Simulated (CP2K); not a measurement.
## Input and output of a self-consistent single point for LiBe (P2_1/m, 4 atoms in the cell) (CP2K)

Method of the run: PBEsol, GPW, DZVP-MOLOPT-SR-GTH basis, GTH-PBE potentials (GTH_POTENTIALS) run with CP2K.

This input was run:

```
&GLOBAL
  PROJECT libe
  RUN_TYPE ENERGY_FORCE
  PRINT_LEVEL LOW
&END GLOBAL
&FORCE_EVAL
  METHOD Quickstep
  STRESS_TENSOR ANALYTICAL
  &DFT
    BASIS_SET_FILE_NAME BASIS_MOLOPT
    POTENTIAL_FILE_NAME GTH_POTENTIALS
    &QS
      METHOD GPW
      EPS_DEFAULT 1E-10
    &END QS
    &MGRID
      CUTOFF 600
      REL_CUTOFF 60
      NGRIDS 5
    &END MGRID
    &SCF
      SCF_GUESS ATOMIC
      EPS_SCF 1E-6
      MAX_SCF 100
      ADDED_MOS 4
      &DIAGONALIZATION
        ALGORITHM STANDARD
      &END DIAGONALIZATION
      &MIXING
        METHOD BROYDEN_MIXING
        ALPHA 0.2
        NBUFFER 10
      &END MIXING
      &SMEAR ON
        METHOD GAUSSIAN
        SIGMA [eV] 0.272
      &END SMEAR
    &END SCF
    &KPOINTS
      SCHEME MONKHORST-PACK 11 7 5
    &END KPOINTS
    &XC
      &XC_FUNCTIONAL
        &PBE
          PARAMETRIZATION PBESOL
        &END PBE
      &END XC_FUNCTIONAL
    &END XC
    &PRINT
      &MO
        EIGENVALUES T
        OCCUPATION_NUMBERS T
        NDIGITS 8
        FILENAME mo
        &EACH
          QS_SCF 0
        &END EACH
        ADD_LAST NUMERIC
      &END MO
      &MULLIKEN OFF
      &END MULLIKEN
    &END PRINT
  &END DFT
  &SUBSYS
    &CELL
      A 2.29599000 0.00000000 0.00000000
      B 0.00000000 3.61277000 0.00000000
      C -0.40174400 0.00000000 5.51352300
      PERIODIC XYZ
    &END CELL
    &COORD
      SCALED
      Li       0.73685000     0.25000000     0.15486000
      Li       0.26315000     0.75000000     0.84514000
      Be       0.75642000     0.25000000     0.57617000
      Be       0.24358000     0.75000000     0.42383000
    &END COORD
    &KIND Li
      BASIS_SET DZVP-MOLOPT-SR-GTH
      POTENTIAL GTH-PBE-q3
    &END KIND
    &KIND Be
      BASIS_SET DZVP-MOLOPT-SR-GTH
      POTENTIAL GTH-PBE-q4
    &END KIND
  &END SUBSYS
  &PRINT
    &FORCES ON
    &END FORCES
    &STRESS_TENSOR ON
    &END STRESS_TENSOR
  &END PRINT
&END FORCE_EVAL
```

The program printed (abridged):

```
 GLOBAL| Method name                                                        CP2K
 GLOBAL| Project name                                                       libe
 GLOBAL| Run type                                                   ENERGY_FORCE

 TOTAL NUMBERS AND MAXIMUM NUMBERS

  Total number of            - Atomic kinds:                                   2
                             - Atoms:                                          4
                             - Shell sets:                                     4
                             - Shells:                                        16
                             - Primitive Cartesian functions:                 22
                             - Cartesian basis functions:                     24
                             - Spherical basis functions:                     24

  Maximum angular momentum of- Orbital basis functions:                        1
                             - Local part of the GTH pseudopotential:          6

 SCF PARAMETERS         Density guess:                                    ATOMIC
                        max_scf:                                             100
                        max_diis:                                              4
                        eps_scf:                                        1.00E-06
                        eps_diis:                                       1.00E-01
                        eps_eigval:                                     1.00E-05
                        level_shift [a.u.]:                             0.000000
                        added MOs                                         4    0
                        Mixing method:                            BROYDEN_MIXING
                                                charge density mixing in g-space
                        Smear method:                                   GAUSSIAN
                        Smearing width (sigma) [a.u.]:                  1.00E-02
                        Accuracy threshold:                             1.00E-10
                        No outer SCF

 Extrapolation method: initial_guess

 Number of electrons:                                                         14
 Number of occupied orbitals:                                                  7
 Number of molecular orbitals:                                                11

 Number of orbital functions:                                                 24
 Number of independent orbital functions:                                     24

 SCF WAVEFUNCTION OPTIMIZATION

  Step     Update method      Time    Convergence         Total energy    Change
     1 NoMix/Diag. 0.20E+00      -     1.10393643       -44.6806437835 -4.47E+01
     2 Broy./Diag. 0.20E+00      -     0.06928858       -43.9148764679  7.66E-01
     3 Broy./Diag. 0.20E+00      -     0.13433884       -43.9510728608 -3.62E-02
     4 Broy./Diag. 0.20E+00      -     0.03558369       -43.9829235811 -3.19E-02
     5 Broy./Diag. 0.20E+00      -     0.01299152       -43.9667142200  1.62E-02
     6 Broy./Diag. 0.20E+00      -     0.00021061       -43.9723593250 -5.65E-03
     7 Broy./Diag. 0.20E+00      -     0.00019904       -43.9721709464  1.88E-04
     8 Broy./Diag. 0.20E+00      -     0.00000721       -43.9722934306 -1.22E-04
     9 Broy./Diag. 0.20E+00      -     0.00001135       -43.9722688273  2.46E-05
    10 Broy./Diag. 0.20E+00      -     0.00000011       -43.9722681071  7.20E-07

  *** SCF run converged in    10 steps ***

  Electronic density on regular grids:        -13.9999999981        0.0000000019
  Core density on regular grids:               13.9999999983       -0.0000000017
  Total charge density on r-space grids:        0.0000000001
  Total charge density g-space grids:           0.0000000001

  Overlap energy of the core charge distribution:               0.00000000000007
  Self energy of the core charge distribution:                -40.46975281986791
  Core Hamiltonian energy:                                      1.57770812598917
  Hartree energy:                                               3.99439978806758
  Exchange-correlation energy:                                 -9.07335918373669
  Smearing free energy correction:                             -0.00126401769123
  Fermi energy:                                                 0.11501530195211

  Total energy:                                               -43.97226810709248
  Total energy (extrapolated to sigma->0):                    -43.97163609824686

 ENERGY| Total FORCE_EVAL ( QS ) energy [hartree]            -43.972268659114462

 FORCES| Atomic forces [hartree/bohr]
 FORCES|   Atom     x               y               z               |f|
 FORCES|      1  4.77100022E-05 -6.35288871E-16 -6.84580494E-04   6.86240991E-04
 FORCES|      2 -4.77100022E-05  6.59644866E-16  6.84580494E-04   6.86240991E-04
 FORCES|      3 -8.06577986E-05 -5.24027487E-16  1.43883593E-03   1.44109490E-03
 FORCES|      4  8.06577986E-05  2.34720818E-17 -1.43883593E-03   1.44109490E-03
 FORCES| Sum     1.64928834E-15 -4.76199410E-16 -4.77742845E-15
 FORCES| Total atomic force                                       5.07648900E-15

 STRESS| Analytical stress tensor [bar]
 STRESS|                        x                   y                   z
 STRESS|      x       -4.61759469278E+03  -3.78059438412E-09   2.90594455875E+03
 STRESS|      y       -3.78059438412E-09  -1.11897341273E+03   1.44237111405E-08
 STRESS|      z        2.90594455875E+03   1.44237111405E-08   8.52102501826E+03
 STRESS| 1/3 Trace                                             9.28152304251E+02
```

The run converged in 10 iterations.

The starting cell comes from a database of computed structures (which also holds hypothetical and non-ambient phases and stackings), without a prior relaxation at this level. Values carry the incompleteness of an atom-centred basis. The potentials were made for another functional than the one used.
